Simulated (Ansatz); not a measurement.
SiC under a change: pressure 0.7 GPa

The reference is SiC in the zinc blende structure (space group F-43m, No. 216; a = 4.380 Å).

It is then changed as follows: a hydrostatic pressure of 0.7 GPa.

Level of theory: PBE (Ansatz, a quantum-chemistry and plane-wave program, PAW, spin-orbit coupling left out), earlier PAW set. k-mesh 13×13×13 (Γ-centred); smearing 0.05 eV (Fermi–Dirac).

```tsv
quantity	base	changed	shift
volume per atom	10.50 Å³	10.47 Å³	-0.03 Å³
density	3.17 g/cm³	3.18 g/cm³	+0.01 g/cm³
shortest interatomic distance	1.896 Å	1.894 Å	-0.002 Å
enthalpy H = E + PV relative to the base's energy	–	+0.05 eV/atom	–
band gap	1.37 eV	1.37 eV	0.00 eV
gap character	indirect, Γ → X	indirect, Γ → X	–
smallest direct gap	4.53 eV	4.54 eV	+0.003 eV
width of the top valence band	4.63 eV	4.64 eV	+0.01 eV
electron mass	0.68 mₑ along k, 0.23 mₑ across (at X)	0.68 mₑ along k, 0.23 mₑ across (at X)	–
hole mass (degenerate bands, along [100])	0.36, 0.59, 0.59 mₑ (at Γ)	0.36, 0.59, 0.59 mₑ (at Γ)	–
```

Load acts through the strain it causes; cell and atoms are relaxed under it. Effective masses come from finite differences of ±0.01 Å⁻¹. Along k means along the line from Γ to the band edge. No phonon test of stability was made.
